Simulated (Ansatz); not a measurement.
Here is the system:

```yaml
crystal:
  lattice:
    - [-2.87341, 2.87341, 5.76237]
    - [2.87341, -2.87341, 5.76237]
    - [2.87341, 2.87341, -5.76237]
  atoms:
    - { symbol: Zn, position: [0.75000, 0.25000, 0.50000] }
    - { symbol: Zn, position: [0.00000, 0.00000, 0.00000] }
    - { symbol: Sn, position: [0.25000, 0.75000, 0.50000] }
    - { symbol: Sn, position: [0.50000, 0.50000, 0.00000] }
    - { symbol: P, position: [0.10361, 0.12500, 0.47861] }
    - { symbol: P, position: [0.64639, 0.62500, 0.52139] }
    - { symbol: P, position: [0.37500, 0.89639, 0.02139] }
    - { symbol: P, position: [0.87500, 0.35361, 0.97861] }
```

No spin polarisation.

All numbers come from Kohn–Sham DFT with the PBE functional, run in Ansatz (a quantum-chemistry and plane-wave program) with PAW and 420 eV plane waves, scalar-relativistic without spin-orbit coupling. Γ-centred 8×8×8 mesh, Fermi–Dirac width 0.05 eV.

**Question.** Predict the band gap and width of the top valence band.

**Answer.** 
- Band gap = 0.57 eV
- Width of the top valence band = 1.28 eV

The cells carry an imposed strain or load. Stability against distortions was not tested. The cell was made from ZnSnP$_{2}$ in the chalcopyrite structure (space group I-42d, No. 122) by this change: isotropic strain +0.78 %.
